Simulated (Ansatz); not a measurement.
GaN, response to strain

Consider GaN in the wurtzite structure (space group P6_3mc, No. 186; a = 3.1518 Å, c = 5.1383 Å). Axes: x lies along a and z along c of the hexagonal cell.

Strains are applied to the cell and any free atomic positions relax.

Level of theory: Ansatz (a first-principles code) LDA, scalar-relativistic without spin-orbit coupling.

Notes on the quantities. pressure: mean of the normal stresses, compression positive.

```json
[
 {"case": "base", "band gap": "2.13 eV", "pressure": "0.00 GPa", "volume per atom": "11.05 Å³"},
 {"case": "uniaxial strain ε_xx = +1.20 %", "band gap": "___", "pressure": "___", "volume per atom": "11.18 Å³"},
 {"case": "uniaxial strain ε_xx = +1.80 %", "band gap": "1.99 eV", "pressure": "-3.48 GPa", "volume per atom": "11.25 Å³"},
 {"case": "uniaxial strain ε_xx = +3.00 %", "band gap": "1.89 eV", "pressure": "-5.63 GPa", "volume per atom": "11.38 Å³"}
]
```

Problem. Some entries are withheld; estimate them.

Solution. 
- uniaxial strain ε_xx = +1.20 %, band gap: 2.03 eV
- uniaxial strain ε_xx = +1.20 %, pressure: -2.35 GPa

No phonon test of stability was made.
